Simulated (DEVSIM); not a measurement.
Structure: illuminated Si n-on-p cell, one wavelength, at 300 K.

Layer 1 from the left is Si, thickness (μm) 0.200, Nd (cm⁻³) 1.8e18, τn (s) 2.4e-7, τp (s) 4.5e-8, absorption coefficient (cm⁻¹) 2400. Layer 2 from the left is Si, thickness (μm) 30.0, Na (cm⁻³) 2.9e17, τn (s) 1.6e-6, τp (s) 1.6e-6, absorption coefficient (cm⁻¹) 2400.

Left contact: ohmic, minority hole recombination velocity 20 cm/s. Right contact: ohmic, minority electron recombination velocity 2e5 cm/s. Voltage is applied to the left contact. Recombination: SRH at mid-gap, radiative, Auger. Light enters at the left, 2.8e16 photons cm⁻² s⁻¹, one pass, no reflection. Mobility is μmin + (μ − μmin)/(1 + (N/Nref)^α).

This is a model device: material constants are rounded textbook-type values typed into the input, and sizes, dopings and lifetimes were drawn at random. Values at 300 K.

Si: gap (eV) 1.124, affinity (eV) 4.05, permittivity 11.7, Nc (cm⁻³) 2.86e19, Nv (cm⁻³) 3.1e19, μn (cm²/Vs) 1417, μp (cm²/Vs) 470, μn,min 52, μp,min 45, Nref,n 9.7e16, Nref,p 2.2e17, αn 0.68, αp 0.72, B (cm³/s) 4.7e-15, Cn (cm⁶/s) 2.8e-31, Cp (cm⁶/s) 9.9e-32.

Simulated with DEVSIM: 1D drift-diffusion, Boltzmann statistics, complete ionisation; no tunnelling, impact ionisation, image-force lowering or self-heating.

Dark forward current:

| |V| (V) | |J| (A/cm²) |
|---|---|
| 0.05 | 4.318e-10 |
| 0.10 | 1.525e-9 |
| 0.15 | 4.522e-9 |
| 0.20 | 1.309e-8 |
| 0.25 | 3.921e-8 |
| 0.30 | 1.290e-7 |
| 0.35 | 5.001e-7 |
| 0.40 | 2.375e-6 |
| 0.45 | 1.341e-5 |
| 0.50 | 8.435e-5 |
| 0.55 | 0.0005596 |
| 0.60 | 0.003802 |
| 0.65 | 0.02610 |
| 0.70 | 0.1798 |
| 0.75 | 1.237 |
| 0.80 | 8.326 |
| 0.85 | 50.44 |
| 0.90 | 237.4 |
| 0.95 | 834.8 |
| 1.00 | 2212 |

Work out the local ideality factor n = ΔV / (kT/q · ln(J2/J1)) between the rows 0.15 and 0.20 V, 0.65 and 0.70 V, 0.95 and 1.00 V.

kT/q = 25.85 mV. From 0.15 to 0.20 V: ln(1.309e-8/4.522e-9) = 1.063, n = 1.82. From 0.65 to 0.70 V: ln(0.1798/0.02610) = 1.930, n = 1.00, near the 1 of diffusion or emission over a barrier. From 0.95 to 1.00 V: ln(2212/834.8) = 0.974, n = 1.98.

What current could the absorbed light give at most, and what share is collected?

Σ αd = 7.25, so qΦ(1 − exp(−Σ αd)) = 4.48 mA/cm². The simulated short-circuit current is 3.856 mA/cm², a share of 0.86.

Estimate the open-circuit voltage by superposition: the voltage at which the dark current equals that short-circuit current.

Interpolating ln J in the table gives 0.600 V. The simulation gives 0.600 V, the same within the digits that matter. Superposition holds where collection doesn't change with voltage.

Estimate the fill factor from FF0 = (v − ln(v + 0.72))/(v + 1), v = qVoc/(nkT), with n from the dark curve.

The rows about Voc, 0.55 and 0.60 V, give n = 1.01, so v = 23.0 and FF0 = 0.826. The simulation gives 0.825, the same within the digits that matter.
